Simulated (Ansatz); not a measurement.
Take Ir in the fcc (Cu type) structure (space group Fm-3m, No. 225; a = 3.845 Å; relaxed with 0.1 eV smearing) as the base.

Method: DFT with r2SCAN, PAW potentials and a 500 eV plane-wave cutoff in Ansatz (an electronic-structure program), without spin-orbit coupling.

Base values:

The pressure comes out as 0.0 GPa.

Perturbation: the cell is scaled by 1.0300 in all directions; the atoms relax in the strained cell.

Problem. Estimate the effect on the energy relative to the base and pressure.

Solution. The energy rises by 120 meV/atom; the pressure goes from zero to -26.6 GPa.

No phonon test of stability was made. All final runs are without spin polarisation.
